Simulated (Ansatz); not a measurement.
Start from GaN in the zinc blende structure (space group F-43m, No. 216; a = 4.498 Å).

It is then changed as follows: cell and atoms relaxed at a pressure of 5 GPa.

Levels (all Ansatz, a quantum-chemistry and plane-wave program, PAW): r2SCAN (500 eV, no SOC); HSE06 (420 eV, spin-orbit coupling left out).

The geometry is relaxed with r2SCAN.

- r2SCAN lowest conduction level above the VBM at special points = Γ 2.33 eV; X 3.78 eV; L 5.40 eV

With HSE06 at the same geometry, the lowest conduction level above the VBM at special points becomes Γ 3.18 eV; X 4.47 eV; L 6.30 eV (r2SCAN: Γ 2.33 eV; X 3.78 eV; L 5.40 eV).

Single points use the geometry relaxed with r2SCAN. Their cutoffs differ, which shifts pressures a little. The levels and masses belong to the bands next to the band gap. Load acts through the strain it causes; cell and atoms are relaxed under it. Whether these cells are dynamically stable was not tested. Tetrahedral semiconductors of this kind turn to denser phases somewhere between about 1 and 50 GPa; those were not computed, so compressed cells here can lie past the real transition. This is not the structure that GaN has at room temperature and ambient pressure.
